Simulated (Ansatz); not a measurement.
# Defect calculation: V_Si+Ti_Si in silicon

Level of theory: PBE, PAW (plane waves to 420 eV; Ansatz, a quantum-chemistry and plane-wave program). Cell: 64 sites, 2×2×2; final energies on a 2×2×2 shifted mesh. Sites at the start: the Si site; Si 2.37 Å away. Finite-size correction: monopole term and site-potential alignment. Dielectric constants: PBE linear response of the host. Host gap at this level: 0.61 eV. A cell of this size leaves errors of a few tenths of an eV. PBE underestimates the host's gap, which shifts levels and can delocalise carriers. Spin–orbit coupling is left out, and no Hubbard U is applied to the open shells. Each state is the lowest found from its start.

Formation energies E_f are given with the Fermi level at the valence-band maximum. Chemical conditions: impurity bounded by its compound with the host (Δμ(Si) = 0.00 eV, Δμ(Ti) = -1.70 eV, bounded by TiSi2 (Cmcm); only phases computed here count, gases as isolated molecules at 0 K). Reference phases: Si: silicon, Ti: hcp Ti.

```csv
charge,moment (μB),point group,largest move off a lattice site (Å),image correction with alignment (eV),"E_f, impurity bounded by its compound with the host (eV)",above the lowest spin state (eV)
+1†,quenched,–,1.20,-0.04,–,0.00
0†,fractional,–,1.16,0.00,5.07,0.00
0†,not spin-polarised,–,1.16,0.00,5.07,0.00
−1†,quenched,–,1.19,0.23,–,0.00
−2,0.0,C2,1.21,0.66,5.34,0.00
−2,not spin-polarised,C2,1.21,0.66,5.34,0.00
```

† Not settled in this cell, so no level is given: charge +1: a level filled in part, level within 0.1 eV of a band edge or past it; charge 0: fractional moment, a level filled in part, level within 0.1 eV of a band edge or past it; charge −1: a level filled in part, carriers not clearly localised.

Point groups are those of the whole cell at tolerances of 0.03 and 0.1 Å ("near" where only the looser one holds); none is given for unsettled states.

Starting moments that weren't kept: charge +1 began with 1 μB and ended with 0.0; charge 0 began with 2 μB and ended with 0.4; charge −1 began with 1 μB and ended with 0.0; charge −2 began with 2 μB and ended with 0.0.

Flagged in the runs: a doubtful potential alignment, a strain field that reaches the edge of the cell.

All states together cost roughly 3 core-hours.
